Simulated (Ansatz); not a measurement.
Crystal: BeS (F-43m, zinc blende, not sure to be the ambient phase, 2 atoms a cell, 14.4 Å³ an atom); both levels run on this one cell.

Complex bands along the normal of (111) by Ansatz (plane waves, PAW, no spin-orbit coupling). r2SCAN gives a gap of 3.59 eV and a slowest mid-gap decay of 0.257 1/Å.

Question: What does PBE give on the same cell, and what does that do to the current through 2 nm?

Answer: Gap 3.14 eV, κ = 0.241 1/Å. The mid-gap transmission through 2 nm changes by exp(2 × 20 × (0.257 − 0.241)) = a factor of 1.9 against r2SCAN.

Ansatz is an electronic-structure program.
